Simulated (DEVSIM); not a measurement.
System: abrupt Si n-p junction, at 250 K.

| layer (left to right) | material | thickness (μm) | Nd (cm⁻³) | Na (cm⁻³) | τn (s) | τp (s) |
|---|---|---|---|---|---|---|
| 1 | Si | 92.0 | 3e15 | - | 4.7e-7 | 4.7e-7 |
| 2 | Si | 140 | - | 9.2e15 | 4.7e-7 | 4.7e-7 |

Left contact: ohmic. Right contact: ohmic. Voltage is applied to the left contact. Recombination: SRH at mid-gap. Mobility is μmin + (μ − μmin)/(1 + (N/Nref)^α).

Constants are typed, rounded textbook-type inputs, not results; the design itself was drawn at random and stands for no fabricated device. Values at 300 K; Nc and Nv go as T^1.5, mobilities as T to minus their exponent, the gap by Varshni's rule with the affinity fixed.

```
parameter               Si
----------------  --------
gap (eV)             1.124
affinity (eV)         4.05
permittivity          11.7
Nc (cm⁻³)          2.86e19
Nv (cm⁻³)           3.1e19
μn (cm²/Vs)           1417
μp (cm²/Vs)            470
μn,min                  52
μp,min                  45
Nref,n              9.7e16
Nref,p              2.2e17
αn                    0.68
αp                    0.72
T exponent of μn       2.3
T exponent of μp       2.2
Varshni α (eV/K)  0.000473
Varshni β (K)          636
```

Model (solved in DEVSIM): 1D drift-diffusion, Boltzmann statistics, complete ionisation; no tunnelling, impact ionisation, image-force lowering or self-heating.

The doping Nd of layer 1 was swept, all else fixed.

| doping Nd of layer 1 (cm^-3) | dark forward voltage at 1 A/cm² (V) | largest field in the device at zero bias (V/cm) | potential step across the device at zero bias (V) |
|---|---|---|---|
| 9e13 | 0.765 | 5900 | 0.700 |
| 3e14 | 0.749 | 8300 | 0.726 |
| 9e14 | 0.743 | 13000 | 0.750 |
| 3e15 | 0.744 | 23000 | 0.776 |
| 9e15 | 0.748 | 33000 | 0.799 |
| 3e16 | 0.753 | 41000 | 0.825 |
| 9e16 | 0.755 | 46000 | 0.849 |

From the first row to the last the dark forward voltage at 1 A/cm² goes from 0.765 to 0.755. From the first row to the last the largest field in the device at zero bias goes from 5900 to 46000.
